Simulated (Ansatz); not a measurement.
Consider the reaction energy. Reaction: 1/2 Si (diamond) + H2O (gas) → 1/2 SiO2 (quartz) + H2 (gas). A negative value means that the right-hand side lies lower.

SiO2 (quartz, P3₂21), 9 atoms in the cell, k-point mesh 12×12×6 on the run's own vectors.
O2Si has the trigonal space group P3₂21 (No. 154), Pearson symbol hP9. Conventional cell: a = 5.0199 Å, b = 5.0199 Å, c = 5.5088 Å, α = 90.00°, β = 90.00°, γ = 120.00°. Si on 3a has 4 O at 1.625–1.628 Å (tetrahedral). O on 6c is coordinated by 2 Si at 1.625–1.628 Å (bent). (Neighbours: up to the widest gap in distance over summed covalent radii, below 1.35, at either atom.)

Si (diamond, Fd-3m), 2 atoms in the cell, k-point mesh 10×10×10 on the run's own vectors. Conventional cell: a = 5.470 Å, b = 5.470 Å, c = 5.470 Å, α = 90.00°, β = 90.00°, γ = 90.00°.

An isolated H2 molecule (singlet) in a box of 11 × 11 × 13 Å.

An isolated H2O molecule (singlet) in a box of 11 × 13 × 13 Å.

All numbers come from Ansatz (a program for electronic structure), plane waves with PAW, its default PAW set, cutoff 420 eV. The structures are at rest with PBE; other levels are single points on them. HSE06 runs on coarser k-point meshes, mended by the PBE difference between the two meshes. Neutral cells; Fermi-Dirac smearing of at most 0.05 eV in the solids, energies taken to zero width. The lattices are those relaxed with PBE, so at other levels the solids can be strained, which adds to the spread. A dispersion term (D3(BJ), or D4 for r2SCAN) was computed beside these levels and is taken off wherever the name lacks it. Static lattices, no vibrational contributions. No structure search was made; lower ones may exist.

Q: Predict the value from PBE.

A: -1.66 eV, for 1/2 Si (diamond) + H2O (gas) → 1/2 SiO2 (quartz) + H2 (gas).

Q: What do the other levels give, and how wide is the spread?

A: 
```tsv
Level	value (eV)	less PBE
HSE06	-1.77	-0.11
```

The levels span 0.11 eV, from HSE06 (-1.77) to PBE (-1.66).
